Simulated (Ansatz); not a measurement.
Take CsBi$_{2}$ in the cubic Laves (MgCu2 type) structure (space group Fd-3m, No. 227; a = 9.627 Å; a cell from a computed database, its experimental status unchecked) as the base.

Now apply this change: cell and atoms relaxed at a pressure of 5 GPa.

Levels (all Ansatz, a program for electronic structure, PAW): PBEsol (420 eV, no spin-orbit coupling); PBEsol+SOC (420 eV, noncollinear with spin-orbit coupling).

The geometry is relaxed with PBEsol.

| Quantity | Result |
|---|---|
| PBEsol pressure | 5.0 GPa |

**Question.** How does going to PBEsol+SOC change the pressure?

**Answer.** The pressure increases by 0.3 GPa (5.0 GPa → 5.3 GPa).

Single points use the geometry relaxed with PBEsol. The spin-orbit shifts are approximate. Load acts through the strain it causes; cell and atoms are relaxed under it. Whether these cells are dynamically stable was not tested. Competing high-pressure phases were not computed.
